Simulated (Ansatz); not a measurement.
## SnO2: pressure series

Take SnO$_{2}$ in the rutile structure (space group P4_2/mnm, No. 136) as the base.

```
CELL_PARAMETERS angstrom
      4.75995     0.00000     0.00000
      0.00000     4.75995     0.00000
      0.00000     0.00000     3.20077
ATOMIC_POSITIONS crystal
  Sn 0.00000 0.00000 0.00000
  Sn 0.50000 0.50000 0.50000
  O  0.30591 0.30591 0.00000
  O  0.80591 0.19409 0.50000
  O  0.19409 0.80591 0.50000
  O  0.69409 0.69409 0.00000
```

Cell and atoms are relaxed at each pressure.

Level of theory: r2SCAN (Ansatz, a first-principles code; PAW; 500 eV plane waves; without spin-orbit coupling).

```json
[
 {"variant": "base", "hole mass": "1.7 mₑ along c, 1.3 mₑ across (at Γ)", "volume per atom": "12.09 Å³", "band gap": "1.77 eV"},
 {"variant": "pressure −2 GPa", "hole mass": "1.8 mₑ along c, 1.3 mₑ across (at Γ)", "volume per atom": "12.21 Å³", "band gap": "1.66 eV"},
 {"variant": "pressure −1 GPa", "hole mass": "1.7 mₑ along c, 1.3 mₑ across (at Γ)", "volume per atom": "12.15 Å³", "band gap": "1.71 eV"},
 {"variant": "pressure 1.8 GPa", "hole mass": "1.7 mₑ along c, 1.3 mₑ across (at Γ)", "volume per atom": "11.98 Å³", "band gap": "1.86 eV"},
 {"variant": "pressure 4.2 GPa", "hole mass": "1.7 mₑ along c, 1.3 mₑ across (at Γ)", "volume per atom": "11.85 Å³", "band gap": "1.99 eV"},
 {"variant": "pressure 9 GPa", "hole mass": "1.6 mₑ along c, 1.3 mₑ across (at Γ)", "volume per atom": "11.61 Å³", "band gap": "2.22 eV"},
 {"variant": "pressure 18 GPa", "hole mass": "1.5 mₑ along c, 1.2 mₑ across (at Γ)", "volume per atom": "11.23 Å³", "band gap": "2.63 eV"},
 {"variant": "pressure 30 GPa", "hole mass": "1.4 mₑ along c, 1.2 mₑ across (at Γ)", "volume per atom": "10.81 Å³", "band gap": "3.12 eV"},
 {"variant": "pressure 45 GPa", "hole mass": "1.3 mₑ along c, 1.2 mₑ across (at Γ)", "volume per atom": "10.38 Å³", "band gap": "3.66 eV"},
 {"variant": "pressure 60 GPa", "hole mass": "1.3 mₑ along c, 1.2 mₑ across (at Γ)", "volume per atom": "10.02 Å³", "band gap": "4.14 eV"}
]
```

Load acts through the strain it causes; cell and atoms are relaxed under it. Masses are band curvatures over ±0.01 Å⁻¹ around the edge. No phonon test of stability was made. Competing high-pressure phases were not computed.
